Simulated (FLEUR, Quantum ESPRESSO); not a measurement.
A Quantum ESPRESSO input for a self-consistent single point of TiNb (Cmmm, 2 atoms in the cell) (DFT, PBEsol, plane waves, SSSP 1.1.2 efficiency (PBE) pseudopotentials):

```fortran
&control
    calculation = 'scf'
    outdir = './out'
    pseudo_dir = './'
    tprnfor = .true.
    tstress = .true.
/
&system
    ibrav = 0
    nat = 2
    ntyp = 2
    ecutwfc = 50
    ecutrho = 400
    occupations = 'smearing'
    smearing = 'gauss'
    degauss = 0.019992
    input_dft = 'pbesol'
/
&electrons
    conv_thr = 1.0d-10
    mixing_beta = 0.7
/
ATOMIC_SPECIES
Ti    47.8670  ti_pbe_v1.4.uspp.F.UPF
Nb    92.9064  Nb.pbe-spn-kjpaw_psl.0.3.0.UPF
ATOMIC_POSITIONS crystal
Ti    0.5000000000    0.5000000000    0.5000000000
Nb    0.0000000000    0.0000000000    0.0000000000
K_POINTS automatic
12 12 7  0 0 0
CELL_PARAMETERS angstrom
   1.6410050000    -2.3180450000     0.0000000000
   1.6410050000     2.3180450000     0.0000000000
   0.0000000000     0.0000000000     4.6459500000
```

Q: Write the same calculation as an input for FLEUR.

A: One input that does it (others would too):

Input of the input generator:

```
TiNb
&input film=f /
3.1010500191 -4.3804701946 0.0000000000
3.1010500191 4.3804701946 0.0000000000
0.0000000000 0.0000000000 8.7795730887
1.0
1.0 1.0 1.0

2
22 0.5000000000 0.5000000000 0.5000000000
41 0.0000000000 0.0000000000 0.0000000000

&comp jspins=1 /
&exco xctyp='PBEs' /
&kpt div1=12 div2=12 div3=7 gamma=t /
&end /
```

```xml
<?xml version="1.0" encoding="UTF-8" standalone="no"?>
<fleurInput fleurInputVersion="0.39">
   <comment>
      TiNb                                                                                                
   </comment>
   <calculationSetup>
      <cutoffs Kmax="4.5" Gmax="22.5" GmaxXC="22.5" numbands="0"/>
      <scfLoop itmax="80" minDistance="0.00001" maxIterBroyd="15" imix="Anderson" alpha="0.05" precondParam="0.0" spinf="2.0"/>
      <coreElectrons ctail="T" frcor="F" kcrel="0" coretail_lmax="0"/>
      <xcFunctional name="PBEs" relativisticCorrections="F"/>
      <magnetism jspins="1"/>
      <soc l_soc="F" theta="0.0" phi="0.0" spav="F"/>
      <expertModes spex="0" secvar="F"/>
      <geometryOptimization l_f="T" forcealpha="1.0" forcemix="BFGS" epsdisp="0.00001" epsforce="0.00001"/>
      <ldaU l_linMix="F" mixParam="0.05" spinf="1.0"/>
   </calculationSetup>
   <cell>
      <bzIntegration valenceElectrons="25.0" mode="gauss" fermiSmearingEnergy="0.00999582">
         <kPointListSelection listName="default-1"/>
         <!-- k-points included here -->
         <xi:include xmlns:xi="http://www.w3.org/2001/XInclude" href="kpts.xml"> </xi:include>
      </bzIntegration>
      <!-- symmetry operations included here -->
      <xi:include xmlns:xi="http://www.w3.org/2001/XInclude" href="sym.xml"> </xi:include>
      <bulkLattice scale="1.0">
         <bravaisMatrix>
            <row-1>    3.1010500191000001    -4.3804701946000000     0.0000000000000000</row-1>
            <row-2>    3.1010500191000001     4.3804701946000000     0.0000000000000000</row-2>
            <row-3>    0.0000000000000000     0.0000000000000000     8.7795730886999994</row-3>
         </bravaisMatrix>
      </bulkLattice>
   </cell>
   <atomSpecies>
      <species name="Titanium (Ti)" element="Ti" atomicNumber="22">
         <mtSphere radius="2.49" gridPoints="823" logIncrement="0.015"/>
         <atomicCutoffs lmax="10" lnonsphr="8"/>
         <electronConfig flipSpins="F">
            <coreConfig>(1s1/2) (2s1/2) (2p1/2) (2p3/2)</coreConfig>
            <valenceConfig>(3s1/2) (3p1/2) (3p3/2) (4s1/2) (3d3/2) (3d5/2)</valenceConfig>
            <stateOccupation state="(3d3/2)" spinUp="0.4" spinDown="0.4"/>
            <stateOccupation state="(3d5/2)" spinUp="0.6" spinDown="0.6"/>
         </electronConfig>
         <energyParameters s="4" p="4" d="3" f="4"/>
         <lo type="SCLO" l="0" n="3" eDeriv="0"/>
         <lo type="SCLO" l="1" n="3" eDeriv="0"/>
         <lo type="SCLO" l="1" n="3" eDeriv="1"/>
         <lo type="SCLO" l="2" n="3" eDeriv="2"/>
         <lo type="SCLO" l="3" n="4" eDeriv="2"/>
      </species>
      <species name="Niobium (Nb)" element="Nb" atomicNumber="41">
         <mtSphere radius="2.49" gridPoints="823" logIncrement="0.015"/>
         <atomicCutoffs lmax="10" lnonsphr="8"/>
         <electronConfig flipSpins="F">
            <coreConfig>(1s1/2) (2s1/2) (2p1/2) (2p3/2) (3s1/2) (3p1/2) (3p3/2) (3d3/2) (3d5/2)</coreConfig>
            <valenceConfig>(4s1/2) (4p1/2) (4p3/2) (5s1/2) (4d3/2) (4d5/2)</valenceConfig>
            <stateOccupation state="(5s1/2)" spinUp="0.5" spinDown="0.5"/>
            <stateOccupation state="(4d3/2)" spinUp="0.8" spinDown="0.8"/>
            <stateOccupation state="(4d5/2)" spinUp="1.2" spinDown="1.2"/>
         </electronConfig>
         <energyParameters s="5" p="5" d="4" f="4"/>
         <lo type="SCLO" l="0" n="4" eDeriv="0"/>
         <lo type="SCLO" l="1" n="4" eDeriv="0"/>
         <lo type="SCLO" l="1" n="4" eDeriv="1"/>
         <lo type="SCLO" l="2" n="4" eDeriv="2"/>
         <lo type="SCLO" l="3" n="4" eDeriv="2"/>
      </species>
   </atomSpecies>
   <atomGroups>
      <atomGroup species="Titanium (Ti)">
         <relPos label="                   1">1.000/2.000 1.000/2.000 1.000/2.000</relPos>
         <force calculate="T" relaxXYZ="TTT"/>
      </atomGroup>
      <atomGroup species="Niobium (Nb)">
         <relPos label="                   2">.0000000000 .0000000000 .0000000000</relPos>
         <force calculate="T" relaxXYZ="TTT"/>
      </atomGroup>
   </atomGroups>
   <output dos="F" band="F" slice="F">
      <checks vchk="F" cdinf="F"/>
      <bandDOS minEnergy="-.5*Htr" maxEnergy="0.5*Htr" sigma="0.015" storeEVData="T"/>
      <vacuumDOS vacdos="F" integ="F" star="F" nstars="0" locx1="0.0" locy1="0.0" locx2="0.0" locy2="0.0" nstm="0" tworkf="0.0"/>
      <unfoldingBand unfoldBand="F" supercellX="1" supercellY="1" supercellZ="1"/>
      <plotting iplot="0" polar="F">
         <plot TwoD="T" vec1="  1.0  0.0  0.0" vec2="  0.0  1.0  0.0" vec3="  0.0  0.0  1.0" zero="  0.0  0.0  0.0" file="plot"/>
      </plotting>
      <chargeDensitySlicing numkpt="0" minEigenval="0.0" maxEigenval="0.0" nnne="0" pallst="F"/>
      <specialOutput eonly="F"/>
      <magneticCircularDichroism mcd="F" energyLo="-10.0" energyUp="0.0"/>
   </output>
  <!-- We include the file relax.xml here to enable relaxations (see documentation) -->
  <xi:include xmlns:xi="http://www.w3.org/2001/XInclude" href="relax.xml"> <xi:fallback/> </xi:include>
</fleurInput>
```

Basis settings and potentials, where a program has them, do not carry over. This input uses DFT, PBEsol, all-electron FLAPW (FLEUR), scalar-relativistic valence.

The starting cell comes from a database of computed structures (which also holds hypothetical and non-ambient phases and stackings), without a prior relaxation at this level.
